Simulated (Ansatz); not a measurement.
A 16-atom cell of Ga(Sb,N) started in the zinc blende structure, site fractions Sb 0.750, N 0.250, short-range order -0.11 among the nearest mixed sites of the first mixed sublattice (0 is random, a negative value favours unlike neighbours), space group Amm2 at the end, an ordered arrangement that its symmetry holds. The mixed sublattice has 8 sites.

The mixing enthalpy is taken against the end members in the zinc blende type (which need not be the stable form of GaN), relaxed in the same cell and mesh.

Values marked by level come from PBE (plane waves to 420 eV, PAW; Ansatz, an electronic-structure program); HSE06 (plane waves to 420 eV, PAW; Ansatz). Geometries and values that name no level are of the first. Spin–orbit coupling is left out; with elements this heavy it can move edges by tenths of an eV. Its k-point mesh 4×4×4, Fermi–Dirac width 0.01 eV. HSE06 ran on meshes of its own (3×3×3); its edges and gaps are taken over the mesh and over extra points off it, mostly where PBE has its edges.

| cell | energy at zero smearing (eV) |
|---|---|
| GaSb | -82142.667 |
| GaN | -33343.259 |
| Ga4NSb3 | -69937.776 |

Q: Work out the mixing enthalpy per mixed site and the interaction parameter Ω of a regular solution.

A: With x = 2/8 of the second end member, ΔH = [-69937.776 − 6/8 × (-82142.667) − 2/8 × (-33343.259)] / 8 = 629.9 meV against the separate end members. Ω = ΔH / x(1 − x) = 3359 meV.
